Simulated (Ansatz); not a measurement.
The parent structure is BN (space group P6_3/mmc, No. 194; a = 2.500 Å, c = 6.412 Å; layered, stacked along the Cartesian z axis). Axes: x lies along a and z along c of the hexagonal cell.

Calculations: plane-wave PAW DFT at the PBEsol-D3(BJ) level (Ansatz, a program for electronic structure, 420 eV), without spin-orbit coupling.

Strains are applied to the cell and any free atomic positions relax; under biaxial strain the out-of-plane vector relaxes too.

One change was made to it. Results:

| quantity | base | after |
|---|---|---|
| smallest direct gap | 4.49 eV | 4.68 eV |
| band gap | 4.08 eV | 4.20 eV |

Which of these changes matches the shifts?
(A) biaxial strain −0.60 %, plane normal [001], relaxed out of plane
(B) biaxial strain −1.80 %, plane normal [001], relaxed out of plane
(C) biaxial strain −2.40 %, plane normal [001], relaxed out of plane
(D) biaxial strain −3.00 %, plane normal [001], relaxed out of plane

C, biaxial strain −2.40 %, plane normal [001], relaxed out of plane. For comparison, the smallest direct gap in the other runs: biaxial strain −0.60 %, plane normal [001], relaxed out of plane gives 4.54 eV; biaxial strain −1.80 %, plane normal [001], relaxed out of plane gives 4.63 eV; biaxial strain −3.00 %, plane normal [001], relaxed out of plane gives 4.72 eV.

Stability against distortions was not tested.
